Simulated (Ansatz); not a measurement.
Checking a run of Ansatz (a quantum-chemistry and plane-wave program) on RbBiO₃ (R3c, 10 atoms in the cell). The aim is a self-consistent single point with DFT, PBEsol, plane waves, default PAW files made with PBE.

Cell that was meant: a = 6.4508 Å, b = 6.4508 Å, c = 6.4508 Å, α = 56.71°, β = 56.71°, γ = 56.71°.

Part of the input:

Ansatz 0.2 input:
```yaml
    - { symbol: O, position: [0.86263000, 0.64093000, 0.24643000] }
    - { symbol: O, position: [0.24643000, 0.86263000, 0.64093000] }
    - { symbol: O, position: [0.64093000, 0.24643000, 0.86263000] }
total_charge: 2.0
kpoints:
  mp_grid: { grid: [5, 5, 5] }
hamiltonian:
```

The program printed (abridged):

```
WARN basis.ecutwfc = 420 eV, the default
WARN ansatz: RAYON_NUM_THREADS=1 ignored (pool sized by the plan → 1); use --threads N
   [... lines left out ...]
PAW frozen core: O, regenerated for the run's functional, and the local potential with it
Initial density: superposition of atomic densities (neutral atoms scaled as one to the charged cell's electrons …
Initial wavefunctions: pseudopotential atomic-orbital guess
Eigensolver: davidson
Functional: x = pbesol(κ = 0.804, μ = 0.12345679012345678), c = pbesol(β = 0.046)
SCF iter   1: F=—  HF=-34287.362349 eV  |F-HF|=—  |Δ(HF+E_count)|=         —  Δρ=3.30e-2  dr2=2.33e0  ethr=1.77e-3  ⟨swp⟩=7.0  Hψ=3694  notcnv=0
all-band conjugate gradients solve this SCF's bands
preconditioner: auto → LDOS
SCF iter   2: F=—  HF=-34286.590411 eV  |F-HF|=—  |Δ(HF+E_count)|=   7.72e-1  Δρ=1.92e-2  dr2=5.35e-1  ethr=1.77e-3  ⟨swp⟩=3.0  Hψ=2129  notcnv=0  defer=28
   [... lines left out ...]
SCF iter   7: F=—  HF=-34286.330206 eV  |F-HF|=—  |Δ(HF+E_count)|=   4.17e-5  Δρ=1.11e-4  dr2=2.39e-5  ethr=1.72e-7  ⟨swp⟩=2.0  Hψ=1697  notcnv=0  defer=28
SCF iter   8: F=—  HF=-34286.330248 eV  |F-HF|=—  |Δ(HF+E_count)|=   4.16e-5  Δρ=3.38e-5  dr2=1.47e-6  ethr=2.92e-8  ⟨swp⟩=2.0  Hψ=1702  notcnv=0  defer=28
SCF iter   9: F=-34286.330248 eV  HF=-34286.330248 eV  |F-HF|=2.66e-8  |Δ(HF+E_count)|=   1.71e-7  Δρ=7.28e-6  dr2=5.65e-8  ethr=1.22e-10  ⟨swp⟩=11.3  Hψ=5577  notcnv=0
SCF 1 converged in 9 iterations: F = -34286.330248 eV  dr2 = 5.65e-8
Free energy (F): -34286.330248 eV
Internal energy: -34285.854743 eV  (E = F + TS)
E sigma→0 (E₀):  -34286.092495 eV
Entropy (-TS):   -0.475505 eV (-47.550 meV/atom)
Fermi energy:    4.971847 eV
--- Forces (eV/Å), atoms counted from 1 ---
  atom   1  Rb    -0.00000000    -0.00000000    -0.05395344
  atom   2  Rb     0.00000000    -0.00000000    -0.05395344
  atom   3  Bi    -0.00000000     0.00000000     0.11421941
  atom   4  Bi     0.00000000     0.00000000     0.11421941
  atom   5  O     -0.59110411     1.21047852    -0.02012929
  atom   6  O     -0.75275309    -1.11715043    -0.02012922
  atom   7  O      1.34385720    -0.09332809    -0.02012925
   [... lines left out ...]
  atom  10  O      0.59110411     1.21047852    -0.02012929
--- Stress (GPa, compression-positive) ---
        1.318642       0.000000      -0.000000
       -0.000000       1.318642      -0.000000
       -0.000000      -0.000000      -4.338879
  P = ⅓ Tr σ = -0.5672 GPa (-5.672 kbar)
  The stress holds the Pulay correction. Without it, at fixed plane waves, as pw.x and ABINIT print it: P = -1.0295 GPa
```

Problem. Is anything amiss in this input, and did it matter?

Solution. The run is not sound. The fault is an unintended net charge. A charged periodic cell changes the electron count and is neutralised by a uniform background, so energy, forces and pressure belong to another system. To fix it, remove the charge. The run converged in 9 iterations without an error; against the sound input the pressure goes from -5.45 to -0.57 GPa and the largest force goes from 1.547 to 1.347 eV/Å.

The sound input it was made from differs as follows (other fixes are possible):
```diff
-total_charge: 2.0
```

With that input, the run converged in 7 iterations: free energy E − TS (on the zero of these files) -34275.6402 eV; pressure -5.45 GPa; largest force (vector length) 1.547 eV/Å (DFT, PBEsol, plane waves, default PAW files made with PBE).

On the sound input: the starting cell was generated: these elements placed on a structure prototype, without a prior relaxation; it need not be a known phase or ordering of this composition. Spin-orbit coupling is off. With a pressure of about -5 GPa the cell is away from its equilibrium volume at this level. Forces in this geometry exceed 1 eV/Å. Ansatz's pressure includes its estimate of the finite-basis (Pulay) stress. A gap is left out here, as mesh or smearing make it unsure.
